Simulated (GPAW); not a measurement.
GPAW run on Mg6GaCu (Amm2, 8 atoms in the cell): self-consistent single point

Method: LDA (Perdew-Wang 92), GPAW PAW datasets LDA (gpaw-data 1.0.1) (plane waves; GPAW).

This input was run:

```python
from ase import Atoms
from ase.units import GPa
from gpaw import GPAW

atoms = Atoms(['Mg', 'Mg', 'Mg', 'Mg', 'Mg', 'Mg', 'Ga', 'Cu'],
              cell=[[4.904040, 0.000000, 0.000000],
                    [0.000000, 3.051875, 5.313945],
                    [0.000000, -3.051875, 5.313945]],
              scaled_positions=[[0.000000, 0.832700, 0.339800],
                                [0.000000, 0.339800, 0.832700],
                                [0.000000, 0.333000, 0.333000],
                                [0.500000, 0.670220, 0.152380],
                                [0.500000, 0.152380, 0.670220],
                                [0.500000, 0.167520, 0.167520],
                                [0.500000, 0.669430, 0.669430],
                                [0.000000, 0.834940, 0.834940]],
              pbc=True)

calc = GPAW(mode={'name': 'pw', 'ecut': 850},
            xc='LDA',
            kpts={'size': (5, 4, 4), 'gamma': True},
            occupations={'name': 'marzari-vanderbilt', 'width': 0.2},
            nbands=-14,
            convergence={'density': 1e-05},
            symmetry={'symmorphic': False, 'tolerance': 0.0005},
            maxiter=100)

atoms.calc = calc

energy = atoms.get_potential_energy()
print('Energy (eV):', round(energy, 6))
forces = atoms.get_forces()
print('Forces (eV/Ang):')
print(forces.round(5))
stress = atoms.get_stress()
print('Stress (GPa, Voigt):', (stress / GPa).round(4))
```

Output, abridged:

```
Input parameters:
  convergence: {density: 1e-05}
  kpts: {gamma: True,
         size: (5, 4, 4)}
  maxiter: 100
  mode: {ecut: 850,
         name: pw}
  nbands: -14
  occupations: {name: marzari-vanderbilt,
                width: 0.2}
  symmetry: {symmorphic: False,
             tolerance: 0.0005}

species:
  Mg:
    name: Magnesium
    Z: 12.0
    valence: 10
    core: 2
    charge: 0.0
    file: Mg.LDA.gz

    # Using partial waves for Mg as LCAO basis

  Ga:
    name: Gallium
    Z: 31.0
    valence: 3
    core: 28
    charge: 0.0
    file: Ga.LDA.gz

    # Using partial waves for Ga as LCAO basis

  Cu:
    name: Copper
    Z: 29.0
    valence: 11
    core: 18
    charge: 0.0
    file: Cu.LDA.gz

    # Using partial waves for Cu as LCAO basis

Reference energy: -130322.533251  # eV

Spin-paired calculation

Convergence criteria:
 Maximum [total energy] change in last 3 cyles: 0.0005 eV / valence electron
 Maximum integral of absolute [dens]ity change: 1e-05 electrons / valence electron
 Maximum integral of absolute [eigenst]ate change: 4e-08 eV^2 / valence electron
 Maximum number of scf [iter]ations: 100

Symmetries present (total): 4
Symmetries with fractional translations: 0
80 k-points: 5 x 4 x 4 Monkhorst-Pack grid + [0.000000,1/8,1/8]
21 k-points in the irreducible part of the Brillouin zone
       k-points in crystal coordinates                weights
   0:     0.00000000    0.00000000    0.00000000          1/80
   1:     0.00000000    0.25000000   -0.25000000          2/80
   2:     0.00000000    0.25000000    0.00000000          4/80
   [... 7 lines left out ...]
          ...
  20:     0.40000000    0.50000000    0.50000000          2/80

Wave functions: Plane wave expansion
  Cutoff energy: 850.000 eV
  Number of coefficients (min, max): 8928, 9009
  Pulay-stress correction: 0.000000 eV/Ang^3 (de/decut=0.000000)

Occupation numbers: Marzari-Vanderbilt:
  width: 0.2000  # eV

Eigensolver

Densities:
  Coarse grid: 35*42*42 grid
  Fine grid: 70*84*84 grid
  Total Charge: 0.000000

Density mixing:
  Method: separate
  Backend: pulay
  Linear mixing parameter: 0.05
  old densities: 5
  Damping of long wavelength oscillations: 50

Hamiltonian:
  XC and Coulomb potentials evaluated on a 70*84*84 grid
  External potential:
    NoExternalPotential

Number of atoms: 8
Number of atomic orbitals: 61
Number of bands in calculation: 51
Number of valence electrons: 74
Bands to converge: occupied

Density initialized from atomic densities
  51 bands from LCAO basis set

Atomic positions and initial magnetic moments

Positions:
   0 Mg     0.000000    1.504269    6.230601    ( 0.0000,  0.0000,  0.0000)
   1 Mg     0.000000   -1.504269    6.230601    ( 0.0000,  0.0000,  0.0000)
   2 Mg     0.000000    0.000000    3.539087    ( 0.0000,  0.0000,  0.0000)
   3 Mg     2.452020    1.580383    4.371251    ( 0.0000,  0.0000,  0.0000)
   4 Mg     2.452020   -1.580383    4.371251    ( 0.0000,  0.0000,  0.0000)
   5 Mg     2.452020    0.000000    1.780384    ( 0.0000,  0.0000,  0.0000)
   6 Ga     2.452020   -0.000000    7.114628    ( 0.0000,  0.0000,  0.0000)
   7 Cu     0.000000    0.000000    8.873650    ( 0.0000,  0.0000,  0.0000)

Unit cell:
           periodic     x           y           z      points  spacing
  1. axis:    yes    4.904040    0.000000    0.000000    35     0.1401
  2. axis:    yes    0.000000    3.051875    5.313945    42     0.1260
  3. axis:    yes    0.000000   -3.051875    5.313945    42     0.1260

  Lengths:   4.904040   6.127965   6.127965
  Angles:   59.738741  90.000000  90.000000

Effective grid spacing dv^(1/3) = 0.1371

     iter     time        total  log10-change:
                         energy   eigst   dens
iter:   1 --:--:--   -21.093637
iter:   2 --:--:--   -20.134298   -0.66  -1.40
iter:   3 --:--:--   -19.865972   -1.45  -1.49
iter:   4 --:--:--   -20.141099   -1.23  -1.57
iter:   5 --:--:--   -19.913152   -2.50  -1.88
iter:   6 --:--:--   -20.179865   -1.22  -2.00
iter:   7 --:--:--   -19.722964   -2.16  -2.03
iter:   8 --:--:--   -19.732554   -2.39  -2.63
iter:   9 --:--:--   -19.719588c  -3.74  -2.68
iter:  10 --:--:--   -19.721570c  -2.81  -2.80
iter:  11 --:--:--   -19.715182c  -3.49  -3.07
iter:  12 --:--:--   -19.715609c  -5.00  -3.36
iter:  13 --:--:--   -19.715119c  -4.55  -3.44
iter:  14 --:--:--   -19.714957c  -4.96  -3.43
iter:  15 --:--:--   -19.714928c  -6.34  -3.65
iter:  16 --:--:--   -19.714929c  -6.58  -3.70
iter:  17 --:--:--   -19.714926c  -6.89  -3.73
iter:  18 --:--:--   -19.714936c  -6.32  -3.80
iter:  19 --:--:--   -19.714926c  -6.20  -4.13
iter:  20 --:--:--   -19.714926c  -7.65c -4.41
iter:  21 --:--:--   -19.714925c  -8.03c -4.49
iter:  22 --:--:--   -19.714925c  -7.24  -4.56
iter:  23 --:--:--   -19.714925c  -8.14c -4.96
iter:  24 --:--:--   -19.714925c  -8.78c -5.21c

Converged after 24 iterations.

Dipole moment: (-0.000000, 0.000000, -1.133715) |e|*Ang

Energy contributions relative to reference atoms: (reference = -130322.533251)

Kinetic:        -17.473430
Potential:      +23.883707
External:        +0.000000
XC:             -25.706126
Entropy (-ST):   +0.006724
Local:           -0.425800
SIC:             +0.000000
--------------------------
Free energy:    -19.714925
Extrapolated:   -19.714925

Showing only first 2 kpts
 Kpt  Band  Eigenvalues  Occupancy
  0    35      2.42666    2.00000
  0    36      2.53802    2.00000
  0    37      3.48860    2.00010
  0    38      6.56863    0.00000

  1    35      4.16221    1.22277
  1    36      4.58444    0.00167
  1    37      4.58709    0.00156
  1    38      5.06979    0.00000

Fermi level: 4.21981

No gap
No difference between direct/indirect transitions
Energy (eV): -19.714925

Forces in eV/Ang:
  0 Mg    0.00000   -0.12698    0.07643
  1 Mg   -0.00000    0.12698    0.07643
  2 Mg    0.00000    0.00000    0.05595
  3 Mg    0.00000    0.11458   -0.08951
  4 Mg    0.00000   -0.11458   -0.08951
  5 Mg    0.00000    0.00000   -0.04920
  6 Ga    0.00000    0.00000    0.06458
  7 Cu    0.00000    0.00000   -0.04515

Stress tensor:
     0.019475     0.000000     0.000000
     0.000000     0.017630     0.000000
     0.000000     0.000000     0.019682
Stress (GPa, Voigt): [3.1203 2.8247 3.1534 0.     0.     0.    ]
```

The run converged in 24 iterations. GPAW prints stress with tension positive.

The starting cell comes from a database of computed structures (which also holds hypothetical and non-ambient phases and stackings), without a prior relaxation at this level. Spin polarisation is off. With a pressure of about -3 GPa the cell is away from its equilibrium volume at this level.

Cost on one core of a shared machine: roughly 3 min.
